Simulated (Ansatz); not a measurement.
The parent structure is CdSe in the zinc blende structure (space group F-43m, No. 216; a = 6.082 Å). Axes: x, y, z lie along the cube axes.

Structures relaxed with Ansatz (a first-principles code) PBEsol, without spin-orbit coupling.

Base:

Simulated powder pattern, Co Kα, λ = 1.79026 Å (kinematic, ideal powder, no thermal factors, no anomalous dispersion; the 8 strongest lines at most, above 2 %, up to 2θ = 90°):

```tsv
2θ (°)	I/Imax (%)	hkl
29.54	100	(111)
34.24	3.2	(200)
49.20	72	(220)
58.44	44	(311)
72.14	12	(400)
79.82	18	(331)
```

After one change:

Simulated powder pattern, Co Kα, λ = 1.79026 Å (kinematic, ideal powder, no thermal factors, no anomalous dispersion; the 8 strongest lines at most, above 2 %, up to 2θ = 90°):

```json
[
 {"2θ (°)": "29.15", "I/Imax (%)": "97"},
 {"2θ (°)": "29.95", "I/Imax (%)": "100"},
 {"2θ (°)": "48.18", "I/Imax (%)": "25"},
 {"2θ (°)": "49.22", "I/Imax (%)": "94"},
 {"2θ (°)": "50.28", "I/Imax (%)": "22"},
 {"2θ (°)": "57.77", "I/Imax (%)": "32"},
 {"2θ (°)": "58.21", "I/Imax (%)": "17"},
 {"2θ (°)": "59.17", "I/Imax (%)": "27"}
]
```

Q: Which change produced these results?
(A) tensor shear ε_xy = +0.86 %
(B) tensor shear ε_xy = +1.14 %
(C) tensor shear ε_xy = +1.43 %
(D) tensor shear ε_xy = +2.00 %

A: D, tensor shear ε_xy = +2.00 %. Its volume per atom is 28.11 Å³ against 28.12 Å³, and its space group is Imm2 (No. 44).

The cells carry an imposed strain or load. Whether these cells are dynamically stable was not tested.
